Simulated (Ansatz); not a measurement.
Checking a run of Ansatz (a quantum-chemistry and plane-wave program) on InSe (P6_3/mmc, 8 atoms in the cell). The aim is a self-consistent single point with DFT, revPBE, plane waves, PAW files made with PBE.

Cell that was meant: a = 4.0446 Å, b = 4.0446 Å, c = 17.4406 Å, α = 90.00°, β = 90.00°, γ = 120.00°.

Part of the input:

```yaml
# InSe
crystal:
  lattice:
    - [2.14028800, 0.00000000, 0.00000000]
    - [-1.07014400, 1.85354400, 0.00000000]
    - [0.00000000, 0.00000000, 9.22918900]
  atoms:
    - { symbol: In, position: [0.33333300, 0.66666700, 0.33030000] }
    - { symbol: In, position: [0.66666700, 0.33333300, 0.66970000] }
```

Output (repeated stretches shortened):

```
   [... lines left out ...]
PAW frozen core: Se, regenerated for the run's functional, and the local potential with it
Initial density: superposition of atomic densities (chi_scale 0.1, normalization cell, long waves kept (reshape's long-wave potential 0.03 eV rms))
Initial wavefunctions: pseudopotential atomic-orbital guess
Eigensolver: davidson
Functional: x = revpbe(κ = 1.245, μ = 0.2195149727645171), c = pbe(β = 0.06672455060314922)
SCF iter   1: F=—  HF=-43637.120147 eV  |F-HF|=—  |Δ(HF+E_count)|=         —  Δρ=3.20e-1  dr2=4.99e1  ethr=3.10e-3  ⟨swp⟩=28.6  Hψ=11291  notcnv=0  defer=9
all-band conjugate gradients solve this SCF's bands
preconditioner: auto → none
SCF iter   2: F=—  HF=-43647.947537 eV  |F-HF|=—  |Δ(HF+E_count)|=    1.08e1  Δρ=2.36e-1  dr2=8.25e1  ethr=3.10e-3  ⟨swp⟩=13.3  Hψ=5447  notcnv=0  defer=80
   [... lines left out ...]
SCF iter  10: F=—  HF=-43640.024929 eV  |F-HF|=—  |Δ(HF+E_count)|=   5.58e-6  Δρ=3.17e-5  dr2=8.99e-7  ethr=3.21e-8  ⟨swp⟩=5.0  Hψ=2217  notcnv=0  defer=85
SCF iter  11: F=—  HF=-43640.024930 eV  |F-HF|=—  |Δ(HF+E_count)|=   6.11e-7  Δρ=1.32e-5  dr2=1.21e-7  ethr=7.75e-10  ⟨swp⟩=7.3  Hψ=3842  notcnv=0  defer=85
SCF iter  12: F=-43640.024930 eV  HF=-43640.024930 eV  |F-HF|=4.83e-9  |Δ(HF+E_count)|=   1.07e-8  Δρ=3.22e-6  dr2=5.39e-9  ethr=8.62e-11  ⟨swp⟩=58.5  Hψ=18832  notcnv=0
SCF 1 converged in 12 iterations: F = -43640.024930 eV  dr2 = 5.39e-9
Free energy (F): -43640.024930 eV
Internal energy: -43640.024522 eV  (E = F + TS)
E sigma→0 (E₀):  -43640.024726 eV
Entropy (-TS):   -0.000408 eV (-0.051 meV/atom)
Fermi energy:    68.461135 eV
--- Forces (eV/Å), atoms counted from 1 ---
  atom   1  In    -0.00000000    -0.00000000   -80.81717598
  atom   2  In     0.00000000     0.00000000    80.81717598
  atom   3  In     0.00000000    -0.00000000   -80.81717598
  atom   4  In    -0.00000000     0.00000000    80.81717598
  atom   5  Se    -0.00000000    -0.00000000  -183.33832399
  atom   6  Se    -0.00000000     0.00000000   183.33832399
  atom   7  Se    -0.00000000    -0.00000000  -183.33832399
  atom   8  Se    -0.00000000     0.00000000   183.33832399
--- Stress (GPa, compression-positive) ---
     5582.349983       0.000000       0.000000
        0.000000    5582.349983       0.000000
        0.000000       0.000000    4505.522402
  P = ⅓ Tr σ = 5223.4075 GPa (52234.075 kbar)
  The stress holds the Pulay correction. Without it, at fixed plane waves, as pw.x and ABINIT print it: P = 5180.7090 GPa
```

Task: Can these results be used? Check the input.

Result: The run is not sound. The fault is this: lattice multiplied by the bohr radius once too often. Bohr and ångström differ by a factor of 1.89; the cell that the program reads is then far too large or far too small. To fix it, give the lengths in the unit that the key or card expects. The run converged in 12 iterations without an error; against the sound input the free energy rises by 84.2 eV/atom, the pressure goes from 2.71 to 5223 GPa, the largest force goes from 0.234 to 183.3 eV/Å and no clean gap remains on the mesh (levels overlap or are partly filled), against 0.63 eV before.

The sound input it was made from differs as follows (other fixes are possible):
```diff
-    - [2.14028800, 0.00000000, 0.00000000]
-    - [-1.07014400, 1.85354400, 0.00000000]
-    - [0.00000000, 0.00000000, 9.22918900]
+    - [4.04455900, 0.00000000, 0.00000000]
+    - [-2.02228000, 3.50269100, 0.00000000]
+    - [0.00000000, 0.00000000, 17.44064000]
```

With that input, the run converged in 10 iterations: free energy E − TS (on the zero of these files) -44313.4640 eV; top of the valence band (on the code's own zero) 6.44 eV; gap on the k-point mesh 0.63 eV; pressure 2.71 GPa; largest force (vector length) 0.234 eV/Å (DFT, revPBE, plane waves, PAW files made with PBE).

On the sound input: the starting cell comes from a database of computed structures (which also holds hypothetical and non-ambient phases and stackings), without a prior relaxation at this level. Its lattice was rescaled by a random factor within 2.5 % of one. Ansatz's pressure includes its estimate of the finite-basis (Pulay) stress.
